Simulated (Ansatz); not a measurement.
The reference is ZnS in the zinc blende structure (space group F-43m, No. 216; a = 5.390 Å). Axes: x, y, z lie along the cube axes.

Method: r2SCAN, PAW, 500 eV (Ansatz, a program for electronic structure; spin-orbit coupling left out), earlier PAW set.

Base values:

```
Quantity                            Result
---------------------  -------------------
Band gap                           2.70 eV
Valence-band top at Γ  0.00, 0.00, 0.00 eV
```

One thing is altered: a pure shear with ε_xy = ε_yx = 0.0099; the atoms relax in the strained cell.

Question: What happens to the energy relative to the base?

Answer: The energy grows by 1.2 meV/atom.

Question: What does the calculation give for the band gap after the change?

Answer: The band gap falls by 0.06 eV to 2.64 eV.

Question: Estimate the effect on the stress.

Answer: The stress (xx, yy, zz, yz, xz, xy; compression positive) amounts to (0.00, 0.00, -0.01, 0.00, 0.00, -0.99) GPa.

Question: What happens to the valence-band top at Γ?

Answer: The valence-band top at Γ (three highest levels, from the VBM) becomes 0.00, -0.06, -0.11 eV (base: 0.00, 0.00, 0.00 eV).

Stability against distortions was not tested.
